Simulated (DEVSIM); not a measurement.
Structure: abrupt GaP n-p junction, at 300 K.

```
layer (left to right)  material  thickness (μm)  Nd (cm⁻³)  Na (cm⁻³)  τn (s)  τp (s)
---------------------  --------  --------------  ---------  ---------  ------  ------
1                           GaP           0.200     2.5e16          -  2.1e-7  2.1e-7
2                           GaP           0.890          -     3.6e17  2.1e-7  2.1e-7
```

Left contact: ohmic. Right contact: ohmic. Voltage is applied to the left contact. Recombination: SRH at mid-gap, radiative, Auger. Mobility is constant in doping.

Constants are typed, rounded textbook-type inputs, not results; the design itself was drawn at random and stands for no fabricated device. Values at 300 K.

| parameter | GaP |
|---|---|
| gap (eV) | 2.26 |
| affinity (eV) | 3.8 |
| permittivity | 11.1 |
| Nc (cm⁻³) | 1.8e19 |
| Nv (cm⁻³) | 1.9e19 |
| μn (cm²/Vs) | 250 |
| μp (cm²/Vs) | 150 |
| B (cm³/s) | 1e-13 |
| Cn (cm⁶/s) | 1e-30 |
| Cp (cm⁶/s) | 1e-30 |

DEVSIM, 1D drift-diffusion, Boltzmann statistics, complete ionisation; no tunnelling, impact ionisation, image-force lowering or self-heating.

**Question.** Tabulate band edges, carrier densities and field at zero bias.

**Answer.** Energies count from the Fermi level of the right contact; mesh points crowd at the junctions.

| x (μm) | Ec (eV) | Ev (eV) | n (cm⁻³) | p (cm⁻³) | field (V/cm) |
|---|---|---|---|---|---|
| 0.000 | 0.170 | -2.090 | 2.5e16 | < 1e2 | 52000 |
| 0.01289 | 0.239 | -2.021 | 1.8e15 | < 1e2 | 55000 |
| 0.02907 | 0.333 | -1.927 | 4.5e13 | < 1e2 | 62000 |
| 0.05366 | 0.498 | -1.762 | 7.8e10 | < 1e2 | 72000 |
| 0.09979 | 0.872 | -1.388 | 40000 | < 1e2 | 91000 |
| 0.1350 | 1.216 | -1.044 | < 1e2 | < 1e2 | 100000 |
| 0.1628 | 1.524 | -0.736 | < 1e2 | 8300000 | 120000 |
| 0.1870 | 1.818 | -0.442 | < 1e2 | 7.1e11 | 130000 |
| 0.1999 | 1.984 | -0.276 | < 1e2 | 4.4e14 | 130000 |
| 0.2105 | 2.091 | -0.169 | < 1e2 | 2.8e16 | 71000 |
| 0.2296 | 2.152 | -0.108 | < 1e2 | 2.9e17 | 8200 |
| 0.2690 | 2.158 | -0.103 | < 1e2 | 3.6e17 | 25 |
| 0.3188 | 2.158 | -0.103 | < 1e2 | 3.6e17 | ≈ 0 |
| 0.3951 | 2.158 | -0.103 | < 1e2 | 3.6e17 | ≈ 0 |
| 0.5530 | 2.158 | -0.103 | < 1e2 | 3.6e17 | ≈ 0 |
| 0.7275 | 2.158 | -0.103 | < 1e2 | 3.6e17 | ≈ 0 |
| 0.8517 | 2.158 | -0.103 | < 1e2 | 3.6e17 | ≈ 0 |
| 0.9429 | 2.158 | -0.103 | < 1e2 | 3.6e17 | ≈ 0 |
| 1.015 | 2.158 | -0.103 | < 1e2 | 3.6e17 | ≈ 0 |
| 1.050 | 2.158 | -0.103 | < 1e2 | 3.6e17 | ≈ 0 |
| 1.072 | 2.158 | -0.103 | < 1e2 | 3.6e17 | ≈ 0 |
| 1.090 | 2.158 | -0.103 | < 1e2 | 3.6e17 | ≈ 0 |
